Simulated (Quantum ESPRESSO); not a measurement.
A self-consistent single point of MgI2 (P-3m1, 3 atoms in the cell) with Quantum ESPRESSO.

Computed with PBE, GBRV 1.5 ultrasoft (PBE) pseudopotentials (plane waves; Quantum ESPRESSO).

The change in words: lattice scaled by 0.98. Reference geometry:
```yaml
crystal:
  lattice:
    - [4.16328, 0.00000, 0.00000]
    - [-2.08164, 3.60551, 0.00000]
    - [0.00000, 0.00000, 6.88195]
  atoms:
    - { symbol: Mg, position: [0.00000, 0.00000, 0.00000] }
    - { symbol: I, position: [0.33333, 0.66667, 0.24200] }
    - { symbol: I, position: [0.66667, 0.33333, 0.75800] }
```

Reference input (self-consistent single point, DFT, PBE, plane waves, GBRV 1.5 ultrasoft (PBE) pseudopotentials): ecutwfc = 40 Ry; ecutrho = 200 Ry; occupations = smearing; smearing = fermi-dirac; degauss = 0.000734986 Ry; potentials = {Mg: mg_pbe_v1.4.uspp.F.UPF, I: i_pbe_v1.uspp.F.UPF}; K_POINTS = automatic 5 5 3 0 0 0; conv_thr = 1e-10 Ry; mixing_beta = 0.4. This run's input differs from it in these lines:

```diff
@@ -10,4 +10,4 @@
     ibrav = 4
-    celldm(1) = 7.867458715
-    celldm(3) = 1.65301210391
+    celldm(1) = 7.710109294
+    celldm(3) = 1.65301216668
     nat = 3
@@ -29,4 +29,4 @@
 Mg    0.000000000    0.000000000    0.000000000
-I     0.000000000    0.577350269    0.400028929
-I     0.500000000    0.288675135    1.252983175
+I     0.000000000    0.577350269    0.400028944
+I     0.500000000    0.288675135    1.252983222
 K_POINTS {automatic}
```

Output (repeated stretches shortened):

```
     Self-consistent Calculation

     iteration #  1     ecut=    40.00 Ry     beta= 0.40

     Threshold (ethr) on eigenvalues was too large:
     Diagonalizing with lowered threshold

     total energy              =    -256.85050024 Ry
     estimated scf accuracy    <       0.06625380 Ry

     iteration #  2     ecut=    40.00 Ry     beta= 0.40

     total energy              =    -256.85066020 Ry
     estimated scf accuracy    <       0.01096572 Ry

     iteration #  3     ecut=    40.00 Ry     beta= 0.40

     total energy              =    -256.85205648 Ry
     estimated scf accuracy    <       0.00095920 Ry

   [... 5 blocks of this kind left out ...]

     iteration #  9     ecut=    40.00 Ry     beta= 0.40

     total energy              =    -256.85212179 Ry
     estimated scf accuracy    <          7.5E-10 Ry

     iteration # 10     ecut=    40.00 Ry     beta= 0.40
     End of self-consistent calculation

     the Fermi energy is     6.0278 ev

!    total energy              =    -256.85212179 Ry
     estimated scf accuracy    <          3.1E-11 Ry
     smearing contrib. (-TS)   =       0.00000000 Ry
     internal energy E=F+TS    =    -256.85212179 Ry

     convergence has been achieved in  10 iterations

     Forces acting on atoms (cartesian axes, Ry/au):

     atom    1 type  1   force =     0.00000000   -0.00000000    0.00000000
     atom    2 type  2   force =     0.00000000    0.00000000    0.01278274
     atom    3 type  2   force =     0.00000000    0.00000000   -0.01278274

     Total force =     0.018078     Total SCF correction =     0.000014

          total   stress  (Ry/bohr**3)                   (kbar)     P=       33.38
   0.00022394  -0.00000000   0.00000000           32.94       -0.00        0.00
  -0.00000000   0.00022394  -0.00000000           -0.00       32.94       -0.00
   0.00000000  -0.00000000   0.00023277            0.00       -0.00       34.24

   JOB DONE.
```

The run converged in 10 iterations. Against the reference run the free energy goes up by 27.2 meV/atom, the pressure goes from 1.10 to 3.34 GPa, the largest force goes from 0.014 to 0.329 eV/Å and the gap on the mesh goes from 3.561 to 3.604 eV.

The starting cell has typed, rounded lattice constants, without a prior relaxation at this level. Its lattice was rescaled by a random factor within 2.5 % of one. For this run, on top of that: lattice scaled by 0.98. Spin-orbit coupling is off. With a pressure of about 3 GPa the cell is away from its equilibrium volume at this level.
